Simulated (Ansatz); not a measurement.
We look at the formation energy of CsPbBr3 (cubic perovskite, Pm-3m) from the elements. Reaction: 3 Br (Cmce) + Cs (bcc) + Pb (fcc) → CsPbBr3 (cubic perovskite). The sign is products less reactants. The value is per atom of the solid.

CsPbBr3 (cubic perovskite, Pm-3m), 5 atoms in the cell, k-point mesh 6×6×6 on the run's own vectors.
```xyz
5
Lattice="5.9227 0.0000 0.0000 0.0000 5.9227 0.0000 0.0000 0.0000 5.9227" Properties=species:S:1:pos:R:3 pbc="T T T"
Cs     0.0000     0.0000     0.0000
Pb     2.9613     2.9613     2.9613
Br     2.9613     2.9613     0.0000
Br     0.0000     2.9613     2.9613
Br     2.9613     0.0000     2.9613
```

Br (Cmce), 4 atoms in the cell, k-point mesh 10×10×4 on the run's own vectors. Conventional cell: a = 6.9883 Å, b = 4.1418 Å, c = 8.5853 Å, α = 90.00°, β = 90.00°, γ = 90.00°.

Cs (bcc, Im-3m), 1 atom in the cell, k-point mesh 14×14×14 on the run's own vectors. Conventional cell: a = b = c = 6.0402 Å, α = β = γ = 90.00°.

Pb (fcc, Fm-3m), 1 atom in the cell, k-point mesh 20×20×20 on the run's own vectors. Conventional cell: a = 4.9594 Å, b = 4.9594 Å, c = 4.9594 Å, α = 90.00°, β = 90.00°, γ = 90.00°.

Plane-wave PAW calculations with Ansatz (an electronic-structure program), its PAW set soft_1, cutoff 420 eV, 500 eV for r2SCAN. The structures are at rest with PBE+D3(BJ); other levels are single points on them. HSE06 runs on coarser k-point meshes, mended by the PBE difference between the two meshes. Some cells are metallic or hold partly filled levels, where a hybrid on a coarse mesh is less sure. Neutral cells; Fermi-Dirac smearing of at most 0.10 eV in the solids, energies taken to zero width. The lattices are those relaxed with PBE+D3(BJ), so at other levels the solids can be strained, which adds to the spread. A dispersion term (D3(BJ), or D4 for r2SCAN) was computed beside these levels and is taken off wherever the name lacks it. Static lattices, no vibrational contributions. No structure search was made; lower ones may exist. The runs are scalar-relativistic, without spin-orbit coupling.

Q: Give the value at the level r2SCAN.

A: -1.49 eV/atom, for 3 Br (Cmce) + Cs (bcc) + Pb (fcc) → CsPbBr3 (cubic perovskite).

Q: What do the other levels give, and how wide is the spread?

A: 
| Method | value (eV/atom) | less r2SCAN |
|---|---|---|
| PBE | -1.33 | 0.16 |
| r2SCAN+D4 | -1.47 | 0.02 |
| HSE06 | -1.44 | 0.05 |

The levels shown span 0.16 eV/atom, from r2SCAN (-1.49) to PBE (-1.33).
